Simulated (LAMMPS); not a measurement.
MD of Cu (fcc) at zero pressure, 4000 atoms, as a liquid; each row is its own run.

Method: classical MD, pair style eam/alloy, file Cu_mishin1.eam.alloy (LAMMPS).

| T (K) | volume (Å³/atom) |
|---|---|
| 950 | 12.926 |
| 1090 | 13.097 |
| 1360 | 13.427 |
| 1490 | 13.591 |
| 1700 | 13.858 |
| 1770 | 13.947 |
| 1900 | 14.122 |
| 2170 | 14.485 |

Question: Fit a straight line, y = a + b x, to these rows (x is the first column, y the second) and predict the run at x = 1220.

Answer: Least squares gives a = 11.704 and b = 0.001273. At x = 1220 the fit predicts 13.257 Å³/atom. The run itself gave 13.2550 ± 0.0010 Å³/atom, so the fit is 0.015 % high.

Caution (rows 950; 1090; 1220): this liquid lies under the melting point of about 1340 K that EAM-type Cu_mishin1.eam.alloy gives, so it is undercooled.
